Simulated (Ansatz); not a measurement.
CdS: Cd on a S site (antisite), symmetric start

Consider a 16-atom supercell of CdS in the wurtzite structure (space group P6_3mc, No. 186; a = 4.1962 Å, c = 6.8295 Å) at its relaxed geometry.

The change: a neutral Cd on a S site (antisite), symmetric start, atoms relaxed at fixed cell.

Level of theory: plane-wave PAW DFT at the PBE level (Ansatz, a program for electronic structure, 420 eV), spin-orbit coupling left out. k-mesh 5×5×5 (Γ-centred); smearing 0.01 eV (Fermi–Dirac).

```json
{
  "pressure": "2.4 GPa (base 0.0 GPa)",
  "energy_gained_by_relaxation": "0.58 eV",
  "largest_displacement_of_a_host_atom_from_its_site_in_the_perfect_cell": "0.59 Å",
  "shift_of_the_substituted_atom_off_its_lattice_site": "0.31 Å"
}
```

The magnetic state is the one reached from the starting moments; the real material's order can differ, and small cells can't hold many antiferromagnetic ones. The cell is small, so the values are those of an ordered compound at a high defect concentration; dilute-limit values will differ. The defect started on the symmetric site and kept its symmetry, so it may sit on a saddle. Starting moments died away, wholly or in part, for Cd on a S site (antisite); another magnetic solution may exist. The defect cell is spin-polarised and ends with 0.0 μB.
